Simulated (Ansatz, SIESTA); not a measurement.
## GaNi₄Ge₃ (R3, 8 atoms in the cell) computed with different codes at matched settings

Relaxation of cell and atoms.

```yaml
crystal:
  lattice:
    - [3.30112, 1.90590, 2.73940]
    - [-3.30112, 1.90590, 2.73940]
    - [0.00000, -3.81181, 2.73940]
  atoms:
    - { symbol: Ga, position: [0.34352, 0.34352, 0.34352] }
    - { symbol: Ni, position: [0.64155, 0.64155, 0.64155] }
    - { symbol: Ni, position: [0.35987, 0.86109, 0.13636] }
    - { symbol: Ni, position: [0.13636, 0.35987, 0.86109] }
    - { symbol: Ni, position: [0.86109, 0.13636, 0.35987] }
    - { symbol: Ge, position: [0.65439, 0.16090, 0.84230] }
    - { symbol: Ge, position: [0.84230, 0.65439, 0.16090] }
    - { symbol: Ge, position: [0.16090, 0.84230, 0.65439] }
```

Shared settings, as Ansatz (a program for electronic structure) writes them: kpoints.mp_grid.grid = 4 4 4; scf.occupations.method = gaussian; scf.occupations.width = 0.05 eV. Potentials and cutoffs stand in the table.

```
code                                                                                                                            model  final volume (Å³/atom)       cutoff
------  -----------------------------------------------------------------------------------------------------------------------------  ----------------------  -----------
SIESTA  GGA PBEsol, numerical atomic orbitals DZP, PseudoDojo PBEsol standard norm-conserving potentials (rewritten from UPF to PSML)                   12.53  grid 400 Ry
Ansatz                                                                                                PBEsol, PAW files made with PBE                   12.41      default
```

On Ansatz's run: spin polarisation is off.

The spread over the programs that give each value: final volume within 0.12 Å³/atom.

SIESTA uses small atom-centred bases, whose incompleteness enters pressures, forces and empty levels differently from a plane-wave cutoff. The programs treat the finite-basis stress differently while the cell relaxes: Ansatz adds an estimate of it.

The shared mesh is coarse (it stands for a supercell whose shortest vector is 19 Å), so the values are not converged in it.

The starting cell comes from a database of computed structures (which also holds hypothetical and non-ambient phases and stackings), without a prior relaxation at this level.

Keys are those of Ansatz 0.2.
